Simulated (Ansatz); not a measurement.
Tunnelling through a barrier is set by its complex band structure: the current falls as exp(−2κd) with the smallest κ.

Here is the system:

```yaml
crystal:
  lattice:
    - [2.96561, 0.00000, 0.00000]
    - [0.00000, 4.19400, 0.00000]
    - [1.48280, 2.09700, 1.48280]
  atoms:
    - { symbol: Mg, position: [0.00000, 0.00000, 0.00000] }
    - { symbol: O, position: [0.00000, 0.50000, 0.00000] }
```

The cell is taken as given; by r2SCAN it stands under a pressure of 1.3 GPa.

Transport runs along the normal of the first two printed cell vectors, the (110) plane of the conventional cell.

No gap correction and no spin-orbit coupling; mid-gap is the computed energy nearest the middle.

Task: Compute, with r2SCAN (Ansatz, a program for electronic structure), the band gap and the smallest decay constant κ at mid-gap.

Result: Gap 5.76 eV on a 20×20×20 mesh; κ = 0.363 1/Å, at the zone centre.
